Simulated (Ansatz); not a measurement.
**Cu3N under a change: tensor shear ε_xy = +1.33 %**

Start from Cu₃N (space group Pm-3m, No. 221; a = 3.721 Å). Axes: x, y, z lie along the cube axes.

One thing is altered: a pure shear with ε_xy = ε_yx = 0.0133; the atoms relax in the strained cell.

Calculations: plane-wave PAW DFT at the LDA level (Ansatz, an electronic-structure program, 420 eV), scalar-relativistic without spin-orbit coupling. Settings: 13×13×13 k-points, 0.05 eV Fermi–Dirac smearing.

- Volume per atom: 12.88 Å³ (base 12.88 Å³)
- Space group: Cmmm (No. 65) (base Pm-3m (No. 221))
- Shortest interatomic distance: 1.860 Å (base 1.860 Å)
- Energy relative to the base (free energy F): +0.6 meV/atom
- Pressure (mean of the normal stresses, compression positive): 0.0 GPa (base 0.0 GPa)
- Band gap: zero (base zero)
- Stress (xx, yy, zz, yz, xz, xy; compression positive): (0.0, 0.0, 0.0, 0.0, 0.0, -0.5) GPa (rough)

Without a gap, meshes like the base's 13×13×13 leave anisotropic stresses uncertain by several tenths of a GPa, and small strain energies with them. No phonon test of stability was made. The final runs are not spin-polarised. The zero or small gap of Cu3N can change with the level of theory.
